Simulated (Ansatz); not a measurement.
NbN, element substitutions

The parent structure is NbN in the rock salt structure (space group Fm-3m, No. 225; a = 4.421 Å).

Each row replaces one element on all its sites; cell and atoms are relaxed.

Calculations: DFT with PBE, PAW potentials and a 420 eV plane-wave cutoff in Ansatz (a program for electronic structure), no spin-orbit coupling.

Candidates:
(a) N → C
(b) Nb → Zr
(c) Nb → V

Before the change:

Shortest interatomic distance: 2.211 Å

Q: Order them by shortest interatomic distance, highest first.

A: (b) Nb → Zr (2.297 Å), (a) N → C (2.243 Å), (c) Nb → V (2.058 Å)

Whether these cells are dynamically stable was not tested. Seeded moments were not kept for Nb → V. All final runs are without spin polarisation. An odd electron count without spin: NbC and ZrN.
